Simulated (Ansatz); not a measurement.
## LaPd3 (Pm-3m, No. 221)

All values below come from LDA (plane waves, PAW; Ansatz, an electronic-structure program).

Settings: plane-wave cutoff 500 eV, 14×14×14 k mesh, Fermi–Dirac smearing 0.1 eV, scalar-relativistic PAW data made under PBE.

Cell (relaxed at this level):

Space group Pm-3m (No. 221); a = 4.110 Å, b = 4.110 Å, c = 4.110 Å, α = 90.00°, β = 90.00°, γ = 90.00°

```json
[
 {"atom": "La", "site": "1a", "symmetry": "m-3m", "x": "0.0000", "y": "0.0000", "z": "0.0000"},
 {"atom": "Pd", "site": "3c", "symmetry": "4/mm.m", "x": "0.0000", "y": "0.5000", "z": "0.5000"}
]
```

```
Quantity         Result
--------  -------------
band gap  zero (no gap)
```

Note: the volume lies 8 % below that of the published cell.

Spin–orbit coupling is not included.

The computed numbers hold no vibrational or temperature effects.

The result took around 90 core-seconds (rough).
